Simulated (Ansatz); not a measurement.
C on the (100) surface of germanium (p(2x2) alternately buckled dimers; a constructed slab, bottom: dihydride, held), one in a cell of 66 Å², started at the site 'bridge Ge-Ge (span 2.4 Å)'

Calculation: PBE (plane waves to 420 eV, PAW; Ansatz, a quantum-chemistry and plane-wave program).

Model: 41-atom slab, 11.3 Å thick at the start with caps and adatoms under the adsorbate (thin: gaps and levels are the slab's own), 3x3x1 mesh, Fermi-Dirac 0.01 eV, dipole correction, 24 atoms held, the rest relaxed; symmetry of the start imposed; spin-polarised, no spin-orbit, no U, no dispersion correction. The starting moment vanished. At the end it is bonded to 2 Ge. In PBE it is, or lies within 0.03 eV of, the lowest of the starts that converged.

| Property | Result |
|---|---|
| energy of the end state, in which the adsorbate broke or entered a bond of the host, against an atom of graphite | 300 kJ/mol |
| change of the step from the bottom to the top vacuum level, against the clean slab | 0.55 eV |
| energy released by relaxation | 2.18 eV |
| height of the binding atom over the mean of the host atoms within 0.3 Å of the top one | 0.192 Å |
| magnetic moment of the cell | 0.00 μB |
| largest move of a host atom | 1.00 Å |
| caution | the clean host was not checked against rearrangement in a larger or rattled cell |
| caution | the host itself rearranges in this cell, so the energy holds part of a reconstruction |
| cost | very roughly 90 core-minutes |

A negative adsorption energy means that the adsorbate is more stable on the surface than in its reference.
